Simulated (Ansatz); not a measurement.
Input:

```xyz
4
Lattice="3.9337 0.0000 0.0000 0.0000 4.2365 0.0000 0.0000 0.0000 18.8306" Properties=species:S:1:pos:R:3 pbc="T T T"
Ge     2.9503     3.8021    10.6199
Ge     0.9834     1.6838     8.2107
Se     0.9834     2.0214    10.7304
Se     2.9503    -0.0969     8.1002
```

Calculation: PBE, rigid bands (plane waves, PAW, scalar-relativistic; Ansatz, a quantum-chemistry and plane-wave program). Condition of this run: biaxial strain -1 %. Geometry: cell and atoms relaxed with PBE, then loaded as said.

### Question
What conductivity effective mass do dilute electrons have at 300 K?

### Answer
0.23 (x), 0.149 (y) mₑ.

### Question
And the band gap?

### Answer
0.99 eV at this level; semilocal functionals usually fall short of the measured gap.

Rigid bands, one relaxation time for all states, no polarons. Spin-orbit coupling is left out; where it splits the top of the valence band it changes the hole mass and lowers the gap by about a third of the splitting.
